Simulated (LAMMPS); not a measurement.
LAMMPS 22 Jul 2025, classical MD, SNAP (Ge_Zuo_JPCA2020.snapcoeff): Ge, 1728 atoms.

task: MD, nve
potential: SNAP, Ge_Zuo_JPCA2020.snapcoeff Ge_Zuo_JPCA2020.snapparam
copies of the repeat unit: 6×6×6
shape (slab and sphere leave vacuum in the box): bulk
neighbor skin: 2 Å
neigh_modify: every 1 delay 0 check yes
newton: on (default)
atom_modify sort (bins of 2 Å where set): 1000 (default)
comm_style: brick (default)
box: 33.9 × 33.9 × 33.9 Å
start: generated diamond lattice, warmed in an untimed run

All runs start from one configuration, warmed at this fixed volume for 300 steps under a thermostat at 600 K. The run at the shortest step has a mean temperature of 588 K and a mean pressure of 5.5 GPa.

Each run covers about 0.40 ps at constant energy (mean temperature 588 K at the shortest step); σ is the standard deviation over the printed steps. One run each, on a shared machine, so no times are given.

Steps tried: 0.5 fs, 1 fs, 2 fs, 2.5 fs, 4 fs, 5 fs, 8 fs, 10 fs, 16 fs, 20 fs, 32 fs.

Question: Choose the longest time step that keeps σ(total energy)/σ(kinetic energy) under 10 %.

Answer: 10 fs. The run fails or blows up at 32 fs.

```
time step           σ(E total)/σ(E kinetic)  last minus first total energy (meV/atom)  mean temperature (K)
---------  --------------------------------  ----------------------------------------  --------------------
0.5 fs                              0.00012                               under 0.001                   588
1 fs                                0.00047                               under 0.001                   588
2 fs                                 0.0019                               under 0.001                   588
2.5 fs                               0.0030                               under 0.001                   588
4 fs                                 0.0075                                   +0.0019                   587
5 fs                                  0.012                                   +0.0041                   586
8 fs                                  0.030                                    +0.020                   582
10 fs                                 0.046                                    +0.043                   579
16 fs                                  0.14                                     +0.29                   565
20 fs                                  0.25                                     +0.90                   552
32 fs      blows up (past 6000 K or 20 GPa)                                         —                     —
```

The bar is a choice.
